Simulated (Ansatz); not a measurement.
ZnSnN2 (model structure, started from the MgZrN2 type, I4₁/amd, No. 141, 8 atoms in the cell) was calculated with r²SCAN+SOC (plane waves, PAW; Ansatz, a program for electronic structure).

Settings: plane-wave cutoff 560 eV, 12×12×12 k mesh, Fermi–Dirac smearing 0.01 eV, PAW data made under PBE.

Cell (relaxed with PBEsol):

```
CELL_PARAMETERS angstrom
     -2.19617     2.19617     4.65338
      2.19617    -2.19617     4.65338
      2.19617     2.19617    -4.65338
ATOMIC_POSITIONS crystal
  Zn 0.50000 0.50000 0.00000
  Zn 0.25000 0.75000 0.50000
  Sn 0.75000 0.25000 0.50000
  Sn 0.00000 0.00000 0.00000
  N  0.51601 0.01601 0.50000
  N  0.76601 0.76601 0.00000
  N  0.23399 0.23399 0.00000
  N  0.98399 0.48399 0.50000
```

What does this level give for the band gap and smallest direct gap on the k points sampled?


- band gap: 0.50 eV (indirect)
- smallest direct gap on the k points sampled: 2.02 eV

Note: the relaxation could raise the start's symmetry but not lower it, so the cell can be a saddle point; cell and atoms aren't relaxed at this level (largest force component 0.05 eV/Å, pressure 0.3 GPa).

The result took about 17 core-minutes (a rough figure).

A model structure was made by putting elements into a prototype or built by hand; it is no filed structure, need not be a known phase, and can be a saddle point held by its symmetry.
